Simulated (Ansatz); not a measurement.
## ZnS: response to strain

Start from ZnS in the zinc blende structure (space group F-43m, No. 216; a = 5.389 Å). Axes: x, y, z lie along the cube axes.

Strains are applied to the cell and any free atomic positions relax; under biaxial strain the out-of-plane vector relaxes too.

The values are results of r2SCAN (Ansatz, a program for electronic structure, PAW, no spin-orbit coupling), not measurements.

Notes on the quantities. pressure: mean of the normal stresses, compression positive.

```tsv
case	band gap	ratio −ε⊥/ε∥	pressure
base	2.70 eV	–	0.00 GPa
biaxial strain +0.50 %, plane normal [001], relaxed out of plane	___	–	-0.31 GPa
biaxial strain +1.00 %, plane normal [001], relaxed out of plane	2.61 eV	1.20	-0.61 GPa
biaxial strain +1.50 %, plane normal [001], relaxed out of plane	___	1.21	___
biaxial strain +2.00 %, plane normal [001], relaxed out of plane	2.53 eV	1.22	-1.19 GPa
biaxial strain +2.50 %, plane normal [001], relaxed out of plane	2.49 eV	1.22	-1.47 GPa
biaxial strain +3.00 %, plane normal [001], relaxed out of plane	2.45 eV	1.22	-1.74 GPa
```

### Question
What belongs in the blanks?

### Answer

- biaxial strain +0.50 %, plane normal [001], relaxed out of plane, band gap: 2.66 eV
- biaxial strain +1.50 %, plane normal [001], relaxed out of plane, band gap: 2.57 eV
- biaxial strain +1.50 %, plane normal [001], relaxed out of plane, pressure: -0.91 GPa

Whether these cells are dynamically stable was not tested.
